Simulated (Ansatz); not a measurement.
Density of states of monolayer SnS2 above the conduction band minimum, PBE, rigid bands (Ansatz, a program for electronic structure); cell area 11.86 Å².

```json
[
 {"energy from edge (eV)": "0.006", "10⁻³ states/eV/cell": "675"},
 {"energy from edge (eV)": "0.031", "10⁻³ states/eV/cell": "676"},
 {"energy from edge (eV)": "0.056", "10⁻³ states/eV/cell": "685"},
 {"energy from edge (eV)": "0.081", "10⁻³ states/eV/cell": "718"},
 {"energy from edge (eV)": "0.106", "10⁻³ states/eV/cell": "689"},
 {"energy from edge (eV)": "0.131", "10⁻³ states/eV/cell": "703"},
 {"energy from edge (eV)": "0.156", "10⁻³ states/eV/cell": "748"},
 {"energy from edge (eV)": "0.181", "10⁻³ states/eV/cell": "735"},
 {"energy from edge (eV)": "0.206", "10⁻³ states/eV/cell": "722"},
 {"energy from edge (eV)": "0.231", "10⁻³ states/eV/cell": "744"},
 {"energy from edge (eV)": "0.256", "10⁻³ states/eV/cell": "777"},
 {"energy from edge (eV)": "0.281", "10⁻³ states/eV/cell": "795"},
 {"energy from edge (eV)": "0.319", "10⁻³ states/eV/cell": "789"},
 {"energy from edge (eV)": "0.344", "10⁻³ states/eV/cell": "805"},
 {"energy from edge (eV)": "0.369", "10⁻³ states/eV/cell": "818"},
 {"energy from edge (eV)": "0.394", "10⁻³ states/eV/cell": "822"},
 {"energy from edge (eV)": "0.419", "10⁻³ states/eV/cell": "860"},
 {"energy from edge (eV)": "0.444", "10⁻³ states/eV/cell": "897"},
 {"energy from edge (eV)": "0.469", "10⁻³ states/eV/cell": "894"},
 {"energy from edge (eV)": "0.494", "10⁻³ states/eV/cell": "904"},
 {"energy from edge (eV)": "0.519", "10⁻³ states/eV/cell": "915"},
 {"energy from edge (eV)": "0.544", "10⁻³ states/eV/cell": "951"},
 {"energy from edge (eV)": "0.569", "10⁻³ states/eV/cell": "964"},
 {"energy from edge (eV)": "0.594", "10⁻³ states/eV/cell": "1000"}
]
```

**Question.** What effective density of states at 300 K does this give (∫ g(E) exp(−E/k_BT) dE, both spins, divided by the cell's size)?

**Answer.** 1.5e13 cm⁻².

Spin-orbit coupling is left out. Geometry: cell and atoms relaxed with PBE.
